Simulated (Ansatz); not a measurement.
Levels about the gap of amorphous IGZO (In10Ga10Zn10O40) (70 atoms in a cell of 897 Å³, 5.81 g/cm³; zone centre alone, so wide bands show as single levels with stretches between that a denser mesh fills), at the geometry that PBE relaxed, where it gives 0.1 GPa on a denser mesh. The participation number counts the atoms over which a state spreads; weights are charges in smoothed Voronoi cells. The levels come from a single point, so bond lengths are those of that geometry. Method of the levels: r2SCAN, scalar-relativistic without spin-orbit coupling (Ansatz, a program for electronic structure). Sampling: the zone centre alone; Fermi-Dirac width 0.02 eV; no spin polarisation. At PBE the levels at the filled edge of the gap are localised (band-tail or defect states).

A CHGNet melt-quench gave the starting glass, which DFT then relaxed. O atoms were pushed apart under 1.9 Å during the dynamics, to hinder bonds among them. The hot cell started wider than the set density and was brought back towards it in steps. It is the lowest in DFT energy of 2 quenches. It is a model cell: composition and starting density were chosen by hand, and all elements were melted together. No dispersion term was used. Its density started from a set value of 6.09 and ended at 5.81 g/cm³. The quench (nominally 84 K/ps over its main leg) was far faster than any real one, so the model tends to hold more defects than a real film. One small periodic cell is one sample of the glass; other quenches scatter about these values. Volume and shape were free in the relaxation.

```csv
"E - E(highest filled), eV",filling,participation number,largest on,weight O,weight In,weight Zn,weight Ga
-0.44,filled,17.8,"O, 4 neighbours",0.84,0.02,0.12,0.02
-0.40,filled,22.7,"O, 3 neighbours",0.87,0.02,0.10,0.02
-0.39,filled,17.6,"O, 3 neighbours",0.85,0.03,0.10,0.02
-0.33,filled,15.6,"O, 3 neighbours",0.81,0.02,0.15,0.02
-0.25,filled,24.3,"O, 4 neighbours",0.79,0.01,0.18,0.02
-0.16,filled,8.6,"O, 3 neighbours",0.86,0.02,0.11,0.01
0.00,filled,7.2,"O, 4 neighbours",0.88,0.02,0.10,0.01
1.09,empty,63.8,"In, 6 neighbours",0.49,0.22,0.15,0.13
3.67,empty,28.0,"In, 5 neighbours",0.57,0.29,0.05,0.09
3.87,empty,31.9,"In, 6 neighbours",0.59,0.26,0.10,0.05
3.91,empty,42.8,"In, 5 neighbours",0.58,0.27,0.07,0.08
4.03,empty,35.6,"In, 5 neighbours",0.57,0.31,0.06,0.06
4.44,empty,43.2,"Ga, 4 neighbours",0.54,0.15,0.16,0.15
4.60,empty,43.1,"In, 5 neighbours",0.57,0.19,0.08,0.16
```

Most localised among these is the filled level at +0.00 eV, on a O atom, which has 4 neighbours (Ga 1.94 Å, Zn 2.05 Å, In 2.21 Å, Zn 2.27 Å).
